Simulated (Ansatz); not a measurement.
**Cost against accuracy: basis.ecutwfc for MgBe2 (Fd-3m, 6 atoms in the cell)**

```yaml
crystal:
  lattice:
    - [0.00000, 3.50410, 3.50410]
    - [3.50410, 0.00000, 3.50410]
    - [3.50410, 3.50410, 0.00000]
  atoms:
    - { symbol: Be, position: [0.12500, 0.12500, 0.12500] }
    - { symbol: Be, position: [0.62500, 0.12500, 0.12500] }
    - { symbol: Be, position: [0.12500, 0.62500, 0.12500] }
    - { symbol: Be, position: [0.12500, 0.12500, 0.62500] }
    - { symbol: Mg, position: [0.75000, 0.75000, 0.75000] }
    - { symbol: Mg, position: [0.50000, 0.50000, 0.50000] }
```

Method: PBE (plane waves, PAW; Ansatz, a quantum-chemistry and plane-wave program).

Base settings: basis.ecutwfc = 420 eV; kpoints.mp_grid.grid = 7 7 7; hamiltonian.xc = pbe; hamiltonian.pseudopotentials = {kind: paw}, with the files named one by one; scf.occupations.method = gaussian; scf.occupations.width = 0.1 eV.

Misses are taken against the tightest run, 840 eV, which need not be fully converged itself. The energy is the free energy per atom.

The count of work is k-points × plane waves × bands × iterations; it is no time, and leaves out set-up, grids and terms that scale otherwise. 

Ansatz's pressure holds its estimate of the finite-basis (Pulay) stress, which hides part of the cutoff error; the uncorrected pressure shows it.

The starting cell was generated: these elements placed on a structure prototype, without a prior relaxation; it need not be a known phase or ordering of this composition. In the base run, with a pressure of about -12 GPa the cell is away from its equilibrium volume at this level. Ansatz's pressure includes its estimate of the finite-basis (Pulay) stress.

```csv
basis.ecutwfc,energy less reference (meV/atom),pressure less reference (GPa),uncorrected pressure less reference (GPa),count of work / reference
170 eV,2228.74,0.49,-118.80,0.075
210 eV,424.34,0.20,-27.19,0.11
250 eV,79.62,0.11,-6.06,0.14
295 eV,12.31,-0.01,-1.09,0.21
335 eV,2.69,0.01,-0.24,0.26
380 eV,0.64,0.00,-0.04,0.31
420 eV,0.26,0.00,-0.01,0.36
485 eV,0.07,0.00,0.00,0.44
545 eV,0.04,0.00,0.00,0.52
630 eV,0.02,0.00,0.00,0.66
735 eV,0.01,0.00,0.00,0.82
840 eV,0.00,0.00,0.00,1.0
```

Coarsest setting among those run that, with all tighter ones, holds the energy within 20 meV/atom of the reference: 295 eV, off by 12 meV/atom; it needs 0.21 of the reference's count of work.

Coarsest setting among those run that, with all tighter ones, holds the energy within 0.5 meV/atom of the reference: 420 eV, off by 0.26 meV/atom; it needs 0.36 of the reference's count of work.

The step from 295 eV to 630 eV: it takes the miss in the energy from 12 to 0.02 meV/atom, for 3.2 times the count of work.

Keys are those of Ansatz 0.2.
